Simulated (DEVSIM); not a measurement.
System: abrupt InP p-n junction, at 300 K.

```
layer (left to right)  material  thickness (μm)  Nd (cm⁻³)  Na (cm⁻³)  τn (s)  τp (s)
---------------------  --------  --------------  ---------  ---------  ------  ------
1                           InP            1.60          -     1.4e17  5.5e-8  5.5e-8
2                           InP             110     2.8e17          -  5.5e-8  5.5e-8
```

Left contact: ohmic. Right contact: ohmic. Voltage is applied to the left contact. Recombination: SRH at mid-gap, radiative, Auger. Mobility is constant in doping.

The device is made up for the run: typed textbook-type constants, with dimensions and the other settings drawn at random. Values at 300 K.

| parameter | InP |
|---|---|
| gap (eV) | 1.344 |
| affinity (eV) | 4.38 |
| permittivity | 12.5 |
| Nc (cm⁻³) | 5.7e17 |
| Nv (cm⁻³) | 1.1e19 |
| μn (cm²/Vs) | 5200 |
| μp (cm²/Vs) | 170 |
| B (cm³/s) | 1.2e-10 |
| Cn (cm⁶/s) | 9e-31 |
| Cp (cm⁶/s) | 9e-31 |

Simulated with DEVSIM: 1D drift-diffusion, Boltzmann statistics, complete ionisation; no tunnelling, impact ionisation, image-force lowering or self-heating.

Q: Tabulate band edges, carrier densities and field at 1.0 V on the left contact.

A: Energies count from the Fermi level of the right contact; mesh points crowd at the junctions.

```json
[
 {"x (μm)": "0.000", "Ec (eV)": "0.231", "Ev (eV)": "-1.113", "n (cm⁻³)": "< 1e2", "p (cm⁻³)": "1.4e17", "field (V/cm)": "≈ 0"},
 {"x (μm)": "0.03927", "Ec (eV)": "0.231", "Ev (eV)": "-1.113", "n (cm⁻³)": "1.8e12", "p (cm⁻³)": "1.4e17", "field (V/cm)": "≈ 0"},
 {"x (μm)": "0.1474", "Ec (eV)": "0.231", "Ev (eV)": "-1.113", "n (cm⁻³)": "6.9e12", "p (cm⁻³)": "1.4e17", "field (V/cm)": "≈ 0"},
 {"x (μm)": "0.4204", "Ec (eV)": "0.231", "Ev (eV)": "-1.113", "n (cm⁻³)": "2.0e13", "p (cm⁻³)": "1.4e17", "field (V/cm)": "≈ 0"},
 {"x (μm)": "1.187", "Ec (eV)": "0.231", "Ev (eV)": "-1.113", "n (cm⁻³)": "5.5e13", "p (cm⁻³)": "1.4e17", "field (V/cm)": "≈ 0"},
 {"x (μm)": "1.455", "Ec (eV)": "0.231", "Ev (eV)": "-1.113", "n (cm⁻³)": "6.8e13", "p (cm⁻³)": "1.4e17", "field (V/cm)": "≈ 0"},
 {"x (μm)": "1.562", "Ec (eV)": "0.221", "Ev (eV)": "-1.123", "n (cm⁻³)": "1.1e14", "p (cm⁻³)": "9.5e16", "field (V/cm)": "-8300"},
 {"x (μm)": "1.609", "Ec (eV)": "0.050", "Ev (eV)": "-1.294", "n (cm⁻³)": "8.0e16", "p (cm⁻³)": "1.3e14", "field (V/cm)": "-34000"},
 {"x (μm)": "1.665", "Ec (eV)": "0.018", "Ev (eV)": "-1.326", "n (cm⁻³)": "2.8e17", "p (cm⁻³)": "3.6e13", "field (V/cm)": "-51"},
 {"x (μm)": "1.822", "Ec (eV)": "0.018", "Ev (eV)": "-1.326", "n (cm⁻³)": "2.8e17", "p (cm⁻³)": "3.4e13", "field (V/cm)": "≈ 0"},
 {"x (μm)": "2.230", "Ec (eV)": "0.018", "Ev (eV)": "-1.326", "n (cm⁻³)": "2.8e17", "p (cm⁻³)": "3.0e13", "field (V/cm)": "≈ 0"},
 {"x (μm)": "3.991", "Ec (eV)": "0.018", "Ev (eV)": "-1.326", "n (cm⁻³)": "2.8e17", "p (cm⁻³)": "1.6e13", "field (V/cm)": "≈ 0"},
 {"x (μm)": "8.005", "Ec (eV)": "0.018", "Ev (eV)": "-1.326", "n (cm⁻³)": "2.8e17", "p (cm⁻³)": "4.1e12", "field (V/cm)": "≈ 0"},
 {"x (μm)": "19.41", "Ec (eV)": "0.018", "Ev (eV)": "-1.326", "n (cm⁻³)": "2.8e17", "p (cm⁻³)": "8.1e10", "field (V/cm)": "≈ 0"},
 {"x (μm)": "64.89", "Ec (eV)": "0.018", "Ev (eV)": "-1.326", "n (cm⁻³)": "2.8e17", "p (cm⁻³)": "16000", "field (V/cm)": "≈ 0"},
 {"x (μm)": "94.07", "Ec (eV)": "0.018", "Ev (eV)": "-1.326", "n (cm⁻³)": "2.8e17", "p (cm⁻³)": "< 1e2", "field (V/cm)": "≈ 0"},
 {"x (μm)": "105.3", "Ec (eV)": "0.018", "Ev (eV)": "-1.326", "n (cm⁻³)": "2.8e17", "p (cm⁻³)": "< 1e2", "field (V/cm)": "≈ 0"},
 {"x (μm)": "109.2", "Ec (eV)": "0.018", "Ev (eV)": "-1.326", "n (cm⁻³)": "2.8e17", "p (cm⁻³)": "< 1e2", "field (V/cm)": "≈ 0"},
 {"x (μm)": "111.0", "Ec (eV)": "0.018", "Ev (eV)": "-1.326", "n (cm⁻³)": "2.8e17", "p (cm⁻³)": "< 1e2", "field (V/cm)": "≈ 0"},
 {"x (μm)": "111.4", "Ec (eV)": "0.018", "Ev (eV)": "-1.326", "n (cm⁻³)": "2.8e17", "p (cm⁻³)": "< 1e2", "field (V/cm)": "≈ 0"},
 {"x (μm)": "111.5", "Ec (eV)": "0.018", "Ev (eV)": "-1.326", "n (cm⁻³)": "2.8e17", "p (cm⁻³)": "< 1e2", "field (V/cm)": "≈ 0"},
 {"x (μm)": "111.6", "Ec (eV)": "0.018", "Ev (eV)": "-1.326", "n (cm⁻³)": "2.8e17", "p (cm⁻³)": "< 1e2", "field (V/cm)": "≈ 0"}
]
```
